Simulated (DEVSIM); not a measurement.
## Si p+/n-/n+ power diode

Structure: Si p+/n-/n+ power diode, at 300 K.

```
layer (left to right)  material  thickness (μm)  Nd (cm⁻³)  Na (cm⁻³)  τn (s)  τp (s)
---------------------  --------  --------------  ---------  ---------  ------  ------
1                            Si            1.40          -     2.7e18  3.3e-7  3.3e-7
2                            Si            20.0     5.1e14          -  3.3e-7  3.3e-7
3                            Si            6.00     2.8e18          -  3.3e-7  9.9e-9
```

Left contact: ohmic. Right contact: ohmic. Voltage is applied to the left contact. Recombination: SRH at mid-gap, radiative. Mobility is μmin + (μ − μmin)/(1 + (N/Nref)^α).

The device is made up for the run: typed textbook-type constants, with dimensions and the other settings drawn at random. Values at 300 K.

```
parameter           Si
-------------  -------
gap (eV)         1.124
affinity (eV)     4.05
permittivity      11.7
Nc (cm⁻³)      2.86e19
Nv (cm⁻³)       3.1e19
μn (cm²/Vs)       1417
μp (cm²/Vs)        470
μn,min              52
μp,min              45
Nref,n          9.7e16
Nref,p          2.2e17
αn                0.68
αp                0.72
B (cm³/s)      4.7e-15
```

Model (solved in DEVSIM): 1D drift-diffusion, Boltzmann statistics, complete ionisation; no tunnelling, impact ionisation, image-force lowering or self-heating.

| Quantity | Value |
|---|---|
| Potential step across the device at zero bias | 1.001 V |
| Dark forward voltage at 1 A/cm² | 0.635 V |
| Dark forward voltage at 100 A/cm² | 0.846 V |

Dark reverse current:

```csv
V (V),J (A/cm²)
-2.00,-4.3e-7
-5.00,-7.6e-7
-10.00,-1.1e-6
-15.00,-1.4e-6
-20.00,-1.7e-6
-30.00,-2.1e-6
-40.00,-2.4e-6
-50.00,-2.8e-6
-65.00,-3.2e-6
-80.00,-3.5e-6
-100.00,-4.0e-6
```

Dark forward current:

(V (V), J (A/cm²)): (0.05, 6.7e-8); (0.10, 2.5e-7); (0.20, 2.5e-6); (0.25, 8.8e-6); (0.35, 0.00018); (0.40, 0.0010); (0.50, 0.037); (0.55, 0.16); (0.65, 1.4); (0.70, 3.7); (0.80, 32); (0.85, 110); (0.95, 1300); (1.00, 3400)
